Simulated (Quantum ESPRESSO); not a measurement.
**A series of runs on SiP2O7 (P1, 40 atoms in the cell)**

```
CELL_PARAMETERS angstrom
      7.73367     0.00000     0.00000
      0.00000     7.73367     0.00000
      0.00000     0.00000     7.73367
ATOMIC_POSITIONS crystal
  Si 0.99960 0.99487 0.98314
  Si 0.49904 0.00947 0.49807
  Si 0.51672 0.49338 0.00275
  Si 0.98852 0.51596 0.50188
  P  0.62966 0.86998 0.12648
  P  0.37350 0.12627 0.88702
  P  0.88357 0.10979 0.61999
  P  0.11510 0.87940 0.39688
  P  0.11467 0.60803 0.86994
  P  0.87584 0.39580 0.11142
  P  0.39012 0.38153 0.38143
  P  0.63619 0.62756 0.61429
  O  0.92818 0.19634 0.10207
  O  0.07286 0.81428 0.91134
  O  0.57106 0.79743 0.60013
  O  0.43831 0.19833 0.38884
  O  0.43848 0.30891 0.90100
  O  0.56113 0.70203 0.11137
  O  0.06224 0.70896 0.40545
  O  0.93859 0.32220 0.59017
  O  0.09195 0.93006 0.18525
  O  0.88874 0.06154 0.81800
  O  0.60050 0.56864 0.79408
  O  0.39033 0.43661 0.19101
  O  0.91715 0.44550 0.30358
  O  0.11334 0.54659 0.70548
  O  0.39169 0.04893 0.69456
  O  0.59998 0.93456 0.28990
  O  0.18177 0.10701 0.93362
  O  0.80139 0.89076 0.06351
  O  0.80200 0.60439 0.56633
  O  0.18577 0.38773 0.45260
  O  0.30761 0.90374 0.44739
  O  0.69521 0.09060 0.55743
  O  0.69592 0.39424 0.04868
  O  0.29937 0.59563 0.93772
  O  0.49806 0.49118 0.50032
  O  0.01541 0.50184 0.00436
  O  0.00332 0.98981 0.49877
  O  0.48712 0.01009 0.00376
```

Base run A: LDA (PZ), GBRV 1.5 ultrasoft (LDA) pseudopotentials (Quantum ESPRESSO), self-consistent single point.

Its settings: ecutwfc = 40 Ry; ecutrho = 200 Ry; occupations = smearing; smearing = fermi-dirac; degauss = 0.00147 Ry; potentials = {Si: si_lda_v1.uspp.F.UPF, P: p_lda_v1.5.uspp.F.UPF, O: o_lda_v1.2.uspp.F.UPF}; K_POINTS = automatic 2 2 2 1 1 1; conv_thr = 1e-10 Ry; mixing_beta = 0.7.

The starting cell comes from a database of computed structures (which also holds hypothetical and non-ambient phases and stackings), without a prior relaxation at this level. Its atoms were displaced at random from the sites of space group no. 205. In the base run, forces exceed 1 eV/Å. Another mesh or the band path of this cell gives a smaller gap, so this value is not converged in the mesh.

ΔF is the free energy per atom less that of run A. 

```
run  mixing_beta, mixing_mode  ΔF (meV/atom)  pressure (GPa)  largest force (eV/Å)  gap on the mesh (eV)  iterations
---  ------------------------  -------------  --------------  --------------------  --------------------  ----------
A                0.7, default           0.00            1.20                15.357                 4.074          15
B                  0.2, plain           0.00            1.20                15.357                 4.074          17
C                  0.5, plain           0.00            1.20                15.357                 4.074          14
D                     0.2, TF           0.00            1.20                15.357                 4.074          32
E                     0.5, TF           0.00            1.20                15.357                 4.074          22
F               0.2, local-TF           0.00            1.20                15.357                 4.074          30
G               0.5, local-TF           0.00            1.20                15.357                 4.074          19
```

Runs B, C, D, E, F, G gave the same state as A (within 1 meV/atom). The fewest iterations to that state were 14 (C); the most were 32.
